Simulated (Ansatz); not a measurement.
The parent structure is ZnS in the wurtzite structure (space group P6_3mc, No. 186; a = 3.845 Å, c = 6.306 Å).

Calculations: Ansatz (a program for electronic structure), PBE, PAW, cutoff 420 eV, no spin-orbit coupling, earlier PAW set.

| level | band gap |
|---|---|
| PBE | 2.07 eV |

From these computed values, estimate the measured ones, and say how each level misses.

Measured: band gap 3.91 eV (temperature not stated; as listed in Mehmet Aras, Çetin Kılıç, The Journal of Chemical Physics (2014)). Computed minus measured — band gap: PBE -1.84 eV. Measured values not marked as corrected hold thermal and zero-point effects that the static-lattice runs lack. A measured gap can be an optical one, lowered by exciton binding.

Stability against distortions was not tested.
